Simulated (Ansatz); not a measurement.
Band structure of LaFeSi (P4/nmm, 6 atoms in the cell).

```xyz
6
Lattice="4.0767 0.0000 0.0000 0.0000 4.0767 0.0000 0.0000 0.0000 7.1937" Properties=species:S:1:pos:R:3 pbc="T T T"
La     2.0383     0.0000     4.9502
La     0.0000     2.0383     2.2435
Fe     0.0000     0.0000     0.0000
Fe     2.0383     2.0383     0.0000
Si     2.0383     0.0000     1.1918
Si     0.0000     2.0383     6.0019
```
Moments meant for the start (each program seeds them in its own way; μB, in the order of the atoms La La Fe Fe Si Si): 0.0 0.0 4.0 4.0 0.0 0.0.

Level of theory: LDA (PW92), PAW files made with PBE (plane waves; Ansatz, a program for electronic structure).

Settings: kpoints.mp_grid.grid = 5 5 3; hamiltonian.xc = lda; hamiltonian.pseudopotentials = {kind: paw} (the program's default PAW files); magnetization.spin_polarized = true; scf.occupations.method = gaussian; scf.occupations.width = 0.02 Ry; kpoints.band_path.npoints = 8.

The starting cell comes from a database of computed structures (which also holds hypothetical and non-ambient phases and stackings), without a prior relaxation at this level. Its lattice was rescaled by a random factor within 2.5 % of one. The starting moments vanished: the run ended non-magnetic, which need not be the lowest state. The program warned that a starting moment was not kept.

Levels in eV from the Fermi level, bands 28 to 35 of the first spin channel:
```tsv
point	28	29	30	31	32	33	34	35
Γ	-0.29	-0.19	-0.07	0.11	0.43	0.55	0.71	1.68
X	-1.27	-0.75	-0.75	-0.38	-0.38	1.00	1.00	1.87
M	-1.18	-0.34	-0.34	-0.24	-0.24	0.65	0.65	1.09
Z	-0.27	-0.14	-0.14	-0.03	0.55	1.08	1.68	1.76
R	-0.94	-0.62	-0.62	0.19	0.19	0.69	0.69	1.05
A	-0.88	-0.71	-0.71	-0.35	-0.35	0.95	0.95	1.24
```

Bands cross the Fermi level along this path, so the cell is metallic at this level.

The net moment of the cell came out as 0.00 μB.

Keys are those of Ansatz 0.2.
